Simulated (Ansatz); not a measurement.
Consider Fe2O3 in the corundum structure (space group R-3c, No. 167; a = 4.774 Å, c = 13.312 Å (hexagonal axes); ferromagnetic).

Calculations: Kohn–Sham DFT with the PBE functional, run in Ansatz (a quantum-chemistry and plane-wave program) with PAW and 420 eV plane waves, no SOC, earlier PAW set.

Before the change:

```
Quantity                    Result
-------------------  -------------
Lattice parameter a     9.021 bohr
Magnetic state       ferromagnetic
```

Now apply this change: cell and atoms relaxed at a pressure of 15 GPa.

**Question.** How does this affect the lattice parameter a?

**Answer.** The lattice parameter a drops by 0.162 bohr to 8.859 bohr.

**Question.** Estimate the effect on the magnetic state.

**Answer.** The magnetic state remains ferromagnetic.

Load acts through the strain it causes; cell and atoms are relaxed under it. Whether these cells are dynamically stable was not tested. Competing high-pressure phases were not computed. No Hubbard U is applied and the magnetic state is the run's own (Fe2O3 ferromagnetic); small cells can't hold the antiferromagnetic order that many such compounds have, so gaps and moments can be off. In its common phase, real Fe2O3 is an antiferromagnetic insulator at low temperature.
